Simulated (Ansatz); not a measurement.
Band structure of La₂Cu₃Ni (Pmm2, 6 atoms in the cell).

```xyz
6
Lattice="3.8677 0.0000 0.0000 0.0000 4.2775 0.0000 0.0000 0.0000 7.3074" Properties=species:S:1:pos:R:3 pbc="T T T"
La     0.0000     2.1388     0.0801
La     0.0000     0.0000     3.5962
Cu     1.9338     0.0000     6.0894
Cu     1.9338     0.0000     1.2395
Cu     1.9338     2.1388     4.8507
Ni     1.9338     2.1388     2.4126
```

Computed with PBEsol, PAW files made with PBE (plane waves; Ansatz, a first-principles code).

Settings: kpoints.mp_grid.grid = 6 5 3; hamiltonian.xc = pbesol; hamiltonian.pseudopotentials = {kind: paw} (the program's default PAW files); scf.occupations.method = fermi_dirac; scf.occupations.width = 0.1 eV; kpoints.band_path.npoints = 8.

The starting cell comes from a database of computed structures (which also holds hypothetical and non-ambient phases and stackings), without a prior relaxation at this level. Spin polarisation is off.

Levels in eV from the Fermi level, bands 45 to 52:
```json
[
 {"point": "Γ", "45": "-1.50", "46": "-1.34", "47": "-1.03", "48": "0.43", "49": "0.51", "50": "0.76", "51": "1.03", "52": "1.26"},
 {"point": "X", "45": "-1.33", "46": "-1.33", "47": "-1.11", "48": "-0.68", "49": "-0.59", "50": "-0.44", "51": "1.34", "52": "1.70"},
 {"point": "S", "45": "-1.28", "46": "-1.15", "47": "-1.03", "48": "-0.82", "49": "0.13", "50": "0.18", "51": "0.33", "52": "0.36"},
 {"point": "Y", "45": "-1.40", "46": "-1.18", "47": "-1.02", "48": "-0.92", "49": "-0.17", "50": "-0.01", "51": "1.60", "52": "1.61"},
 {"point": "Z", "45": "-1.41", "46": "-1.34", "47": "-0.48", "48": "-0.20", "49": "0.88", "50": "0.94", "51": "0.94", "52": "1.10"},
 {"point": "U", "45": "-1.33", "46": "-1.11", "47": "-1.04", "48": "-0.75", "49": "0.35", "50": "0.44", "51": "0.47", "52": "0.70"},
 {"point": "R", "45": "-1.12", "46": "-1.07", "47": "-0.68", "48": "-0.62", "49": "-0.52", "50": "-0.41", "51": "-0.39", "52": "-0.37"},
 {"point": "T", "45": "-1.49", "46": "-1.36", "47": "-0.96", "48": "-0.85", "49": "0.94", "50": "1.00", "51": "1.27", "52": "1.36"}
]
```

Bands cross the Fermi level along this path, so the cell is metallic at this level.

Keys are those of Ansatz 0.2.
